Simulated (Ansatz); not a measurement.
The parent structure is Ag in the fcc (Cu type) structure (space group Fm-3m, No. 225; a = 4.104 Å; relaxed with 0.1 eV smearing). Axes: x, y, z lie along the cube axes.

Computed with r2SCAN (Ansatz, a program for electronic structure; PAW; 500 eV plane waves; spin-orbit coupling left out).

Base values:

```
Quantity                         Value
-----------------------------  -------
Shortest interatomic distance  2.902 Å
Pressure                       0.0 GPa
```

The change: uniaxial strain ε_zz = −1.00 %, all other strain components held at zero, atoms relaxed at fixed cell.

Problem. Predict the new shortest interatomic distance, energy relative to the base and pressure.

Solution. The shortest interatomic distance drops by 0.014 Å to 2.888 Å; the energy grows by 0.7 meV/atom; the pressure (mean of the normal stresses, compression positive) goes from zero to 1.1 GPa.

No phonon test of stability was made.
